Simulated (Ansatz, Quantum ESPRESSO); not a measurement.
Code comparison for TcRu (P-6m2, 2 atoms in the cell)

Zone-centre phonon calculation.

```
CELL_PARAMETERS angstrom
      2.77663     0.00000     0.00000
     -1.38832     2.40463     0.00000
      0.00000     0.00000     4.39483
ATOMIC_POSITIONS crystal
  Tc 0.00000 0.00000 0.00000
  Ru 0.33333 0.66667 0.50000
```

Shared settings, as Ansatz (a quantum-chemistry and plane-wave program) writes them: kpoints.mp_grid.grid = 11 11 6; scf.occupations.method = gaussian; scf.occupations.width = 0.136 eV. Potentials and cutoffs stand in the table.

```json
[
 {"code": "Quantum ESPRESSO", "model": "LDA (PW92), PseudoDojo standard norm-conserving (LDA) pseudopotentials", "highest zone-centre frequency (cm⁻¹)": "173", "cutoff": "90 Ry"},
 {"code": "Ansatz", "model": "LDA (PW92), PAW files", "highest zone-centre frequency (cm⁻¹)": "173", "cutoff": "500 eV"}
]
```

On Ansatz's run: spin polarisation is off.

The spread over the programs that give each value: highest zone-centre frequency within 0.0 cm⁻¹.

The starting cell comes from a database of computed structures (which also holds hypothetical and non-ambient phases and stackings), without a prior relaxation at this level. Its lattice was rescaled by a random factor within 2.5 % of one.

Keys are those of Ansatz 0.2.
